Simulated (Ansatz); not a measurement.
# MgS under a change: isotropic strain +1.50 %

The reference is MgS in the rock salt structure (space group Fm-3m, No. 225; a = 5.1820 Å).

Now apply this change: the cell is scaled by 1.0150 in all directions; the atoms relax in the strained cell.

Computed with PBEsol in Ansatz (plane waves to 420 eV, PAW, no SOC). Γ-centred 11×11×11 mesh, Fermi–Dirac width 0.05 eV.

- Shortest interatomic distance: 2.630 Å (base 2.591 Å)
- Energy relative to the base (free energy F): +8.2 meV/atom
- Pressure: -3.19 GPa (base 0.00 GPa)
- Band gap: 2.64 eV (base 2.73 eV)
- Gap character: indirect, Γ → X (base indirect, Γ → X)
- Smallest direct gap: 3.35 eV (base 3.69 eV)
- Mean gap deformation potential ΔEg/Δln V: -2.0 eV
- Width of the top valence band: 2.30 eV (base 2.43 eV)
- Electron mass: 0.52 mₑ along k, 0.29 mₑ across (at X) (base 0.53 mₑ along k, 0.29 mₑ across (at X))
- Hole mass (degenerate bands, along [100]): 0.24, 0.96, 0.96 mₑ (at Γ) (base 0.25, 0.92, 0.92 mₑ (at Γ))
- Valley order (the lowest conduction-band minima on the path, energy above the VBM, named in the base's zone): X along ⟨100⟩ 2.64 eV; Γ 3.35 eV (base X along ⟨100⟩ 2.73 eV; Γ 3.69 eV)

Final structure:

```yaml
crystal:
  lattice:
    - [0.00000, 2.62987, 2.62987]
    - [2.62987, 0.00000, 2.62987]
    - [2.62987, 2.62987, 0.00000]
  atoms:
    - { symbol: Mg, position: [0.00000, 0.00000, 0.00000] }
    - { symbol: S, position: [0.50000, 0.50000, 0.50000] }
```

Effective masses come from finite differences of ±0.01 Å⁻¹. Along k means along the line from Γ to the band edge. Whether these cells are dynamically stable was not tested.

Ansatz is an electronic-structure program.
